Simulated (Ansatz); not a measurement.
**How the equilibrium lattice constant a of NiO₂ (R-3m, No. 166, 3 atoms in the cell; start mp-35925) moves with the method**

No measured value is used here.

```tsv
level (code)	value (Å)
LDA (Ansatz)	2.758
PBEsol (Ansatz)	2.783
r²SCAN (Ansatz)	2.774
r²SCAN+rVV10 (Ansatz)	…
```

Question: Some entries are withheld; supply them.

Answer: 
- r²SCAN+rVV10 (Ansatz, a first-principles code), value (Å): 2.767

The crystal itself was run without spin with LDA, PBEsol, r²SCAN, r²SCAN+rVV10; a magnetic state was not tried in these runs. Cutoffs differ between the levels. Ansatz's density-functional and Hartree–Fock values are scalar-relativistic unless marked +SOC, with PAW data made under PBE.

A start named mp-… is a Materials Project structure, which need not be a measured phase.
